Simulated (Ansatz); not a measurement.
For Mo (bcc (W type), Im-3m) at 425 K, the quasi-harmonic free energy with DFT at the PBEsol level (Ansatz, a first-principles code) gives a volume expansion coefficient α_V = 16.62 × 10⁻⁶ K⁻¹, an isothermal bulk modulus B_T = 269.8 GPa, a molar volume V_m = 9.296 cm³/mol and C_V = 24.68 J/(mol K). The run noted for some of its cells that some bands missed the eigensolver's tolerance.

Work out the Grüneisen parameter, C_P and the adiabatic bulk modulus.

γ = α_V B_T V_m / C_V = 1.69. C_P − C_V = α_V² B_T V_m T = 0.29 J/(mol K), so C_P = 24.97 J/(mol K). B_S = B_T C_P/C_V = B_T (1 + α_V γ T) = 273.0 GPa.
